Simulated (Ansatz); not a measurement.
Results of PBEsol (Ansatz, a quantum-chemistry and plane-wave program, plane waves, PAW) for TiNb2O7 (Cm, No. 8, 30 atoms in the cell; start mp-1216971).

Settings: plane-wave cutoff 520 eV, 10×10×4 k mesh (along the axes of the cell as run), Fermi–Dirac smearing 0.01 eV, no spin polarisation, scalar-relativistic PAW data made under PBE.

Cell (relaxed with PBEsol):

```
CELL_PARAMETERS angstrom
     10.15602    -1.90149     0.01326
     10.15602     1.90149     0.01326
     -6.01421     0.00000    10.31760
ATOMIC_POSITIONS crystal
  Ti 0.70719 0.70719 0.63686
  Ti 0.29453 0.29453 0.36933
  Ti 0.81021 0.81021 0.98753
  Nb 0.91878 0.91878 0.35689
  Nb 0.07966 0.07966 0.63800
  Nb 0.88697 0.88697 0.62950
  Nb 0.11330 0.11330 0.37203
  Nb 0.99586 0.99586 0.00032
  Nb 0.18910 0.18910 0.01205
  O  0.62679 0.62679 0.42035
  O  0.37345 0.37345 0.57881
  O  0.94902 0.94902 0.80283
  O  0.05118 0.05118 0.19839
  O  0.59701 0.59701 0.62077
  O  0.40298 0.40298 0.37822
  O  0.87256 0.87256 0.18515
  O  0.12631 0.12631 0.81142
  O  0.89970 0.89970 0.98772
  O  0.09977 0.09977 0.01171
  O  0.82705 0.82705 0.40288
  O  0.17304 0.17304 0.59703
  O  0.70932 0.70932 0.00235
  O  0.29007 0.29007 0.99483
  O  0.79032 0.79032 0.61480
  O  0.21087 0.21087 0.38666
  O  0.75102 0.75102 0.80414
  O  0.25051 0.25051 0.19875
  O  0.97526 0.97526 0.58353
  O  0.02456 0.02456 0.41580
  O  0.50361 0.50361 0.00134
```

### Question
Give the computed band gap and smallest direct gap on the k points sampled.

### Answer

* **band gap**: 2.07 eV
* **smallest direct gap on the k points sampled**: 2.31 eV

Spin–orbit coupling is not included.

The computed numbers hold no vibrational or temperature effects.

Cost on a shared machine: very roughly 14 core-minutes.

A start named mp-… is a Materials Project structure, which need not be a measured phase.
